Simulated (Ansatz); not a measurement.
# Fluorite AuAl2: properties by level of theory

| level (code) | equilibrium lattice constant a (Å) | bulk modulus (GPa) | cohesive energy (eV/atom) | enthalpy of formation (eV/atom) |
|---|---|---|---|---|
| BLYP (Ansatz) | 6.141 | ? | ? | -0.575 |
| revPBE (Ansatz) | 6.090 | ? | ? | -0.423 |
| HSE06-D3(BJ) (Ansatz) | ? | 129 | 4.25 | ? |

Q: Some entries are withheld; supply them.

A: 
- BLYP (Ansatz, an electronic-structure program), bulk modulus (GPa): 86.8
- BLYP (Ansatz), cohesive energy (eV/atom): 2.95
- revPBE (Ansatz), bulk modulus (GPa): 100
- revPBE (Ansatz), cohesive energy (eV/atom): 3.40
- HSE06-D3(BJ) (Ansatz), equilibrium lattice constant a (Å): 5.934
- HSE06-D3(BJ) (Ansatz), enthalpy of formation (eV/atom): -0.408

Caveats: an element that serves as reference has a cell well above its measured volume (BLYP). Ansatz's density-functional and Hartree–Fock values are scalar-relativistic unless marked +SOC, with PAW data made under PBE.

Free atoms are spin-polarised, in the lowest state found; at levels without +SOC their spin–orbit coupling is left out.

Computed values are for the static lattice.
